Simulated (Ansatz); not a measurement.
Input:

```xyz
6
Lattice="4.6833 0.0000 0.0000 0.0000 4.6833 0.0000 0.0000 0.0000 3.2561" Properties=species:S:1:pos:R:3 pbc="T T T"
Sn     0.0000     0.0000     0.0000
Sn     2.3417     2.3417     1.6281
O      1.4361     1.4361     0.0000
O      3.7777     0.9056     1.6281
O      0.9056     3.7777     1.6281
O      3.2473     3.2473     0.0000
```

No spin polarisation.

All numbers come from Ansatz (a program for electronic structure) PBEsol, scalar-relativistic without spin-orbit coupling. Settings: 7×7×10 k-points, 0.05 eV Fermi–Dirac smearing.

### Question
What gap character does the calculation give?

### Answer
Direct at Γ.

### Question
What is the computed mean in-plane stress (compression positive)?

### Answer
+5.5 GPa.

The cells carry an imposed strain or load. Whether these cells are dynamically stable was not tested. The cell was made from SnO2 in the rutile structure (space group P4_2/mnm, No. 136) by this change: biaxial strain −1.80 %, plane normal [001], relaxed out of plane.
